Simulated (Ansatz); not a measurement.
**Effect of 2 layers on hypothetical fluorite ZrS2**

Take ZrS$_{2}$ in the fluorite structure (space group Fm-3m, No. 225; a = 6.2631 Å; a hypothetical phase, not in the database extracts checked) as the base. Axes: x, y, z lie along the cube axes.

Now apply this change: a free-standing slab of 2 layers (6 atoms, 3 a layer) is cut normal to [111], with 15 Å of vacuum and the in-plane cell held at bulk.

The values are results of Ansatz (a quantum-chemistry and plane-wave program) PBE, no spin-orbit coupling, not measurements. k-mesh 12×12×1 (Γ-centred); smearing 0.05 eV (Fermi–Dirac), for the changed cell.

| quantity | base | changed | shift |
|---|---|---|---|
| layer's space group (with vacuum) | – | P-3m1 (No. 164) | – |
| shortest interatomic distance | 2.712 Å | 2.551 Å | -0.161 Å |
| band gap | zero | 1.08 eV | – |
| gap character | – | indirect, k = (0, 1/3, 0) in the run's primitive reciprocal basis → Γ | – |
| excess energy per area of both faces (slab less bulk energy over the cell's area: twice a surface energy) (uncertain by up to 0.06 J/m²) | – | 0.41 J/m² | – |
| thickness between the outermost nuclei | – | 5.41 Å | – |
| change of the spacing d12 from its bulk value of 0.904 Å | – | +16.5 % | – |

Final structure:

```xyz
6
Lattice="4.4287 0.0000 0.0000 2.2143 3.8353 0.0000 0.0000 0.0000 20.4240" Properties=species:S:1:pos:R:3 pbc="T T T"
S      3.3215     0.6392     7.5091
Zr     1.1072    -0.6392     8.5626
S      5.5358     1.9177     9.3109
S      5.5358    -0.6392    11.1131
Zr     3.3215    -1.9177    11.8614
S      7.7501     0.6392    12.9149
```

The excess energy carries the mismatch between the slab's and the bulk's meshes. Stability against distortions was not tested. All final runs are without spin polarisation. The zero or small gap of ZrS2 can change with the level of theory. Labels are those of the standard path for the cell's own space group.
